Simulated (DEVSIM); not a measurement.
Structure: In0.53Ga0.47As p-n junction from an implanted or diffused profile, at 300 K.

| layer (left to right) | material | thickness (μm) | Nd (cm⁻³) | τn (s) | τp (s) |
|---|---|---|---|---|---|
| 1 | In0.53Ga0.47As | 120 | 1.8e14 | 2.2e-8 | 2.2e-8 |

Added acceptor profile: 2.9e17 cm⁻³ × exp(−(x − 0.18 μm)²/(2·(0.17 μm)²)). Left contact: ohmic. Right contact: ohmic. Voltage is applied to the left contact. Recombination: SRH at mid-gap, Auger. Mobility is constant in doping.

Constants are typed, rounded textbook-type inputs, not results; the design itself was drawn at random and stands for no fabricated device. Values at 300 K.

| parameter | In0.53Ga0.47As |
|---|---|
| gap (eV) | 0.74 |
| affinity (eV) | 4.51 |
| permittivity | 13.9 |
| Nc (cm⁻³) | 2.1e17 |
| Nv (cm⁻³) | 7.7e18 |
| μn (cm²/Vs) | 12000 |
| μp (cm²/Vs) | 300 |
| Cn (cm⁶/s) | 5e-29 |
| Cp (cm⁶/s) | 5e-29 |

Model (solved in DEVSIM): 1D drift-diffusion, Boltzmann statistics, complete ionisation; no tunnelling, impact ionisation, image-force lowering or self-heating.

Task: Give the dark forward current.

Result: 
```json
[
 {"V (V)": "0.05", "J (A/cm²)": "0.00029"},
 {"V (V)": "0.15", "J (A/cm²)": "0.0070"},
 {"V (V)": "0.25", "J (A/cm²)": "0.16"},
 {"V (V)": "0.30", "J (A/cm²)": "0.52"},
 {"V (V)": "0.40", "J (A/cm²)": "2.2"},
 {"V (V)": "0.50", "J (A/cm²)": "4.6"},
 {"V (V)": "0.60", "J (A/cm²)": "7.5"},
 {"V (V)": "0.65", "J (A/cm²)": "9.0"},
 {"V (V)": "0.75", "J (A/cm²)": "12"},
 {"V (V)": "0.85", "J (A/cm²)": "15"},
 {"V (V)": "0.95", "J (A/cm²)": "19"},
 {"V (V)": "1.00", "J (A/cm²)": "20"},
 {"V (V)": "1.10", "J (A/cm²)": "24"},
 {"V (V)": "1.20", "J (A/cm²)": "28"}
]
```
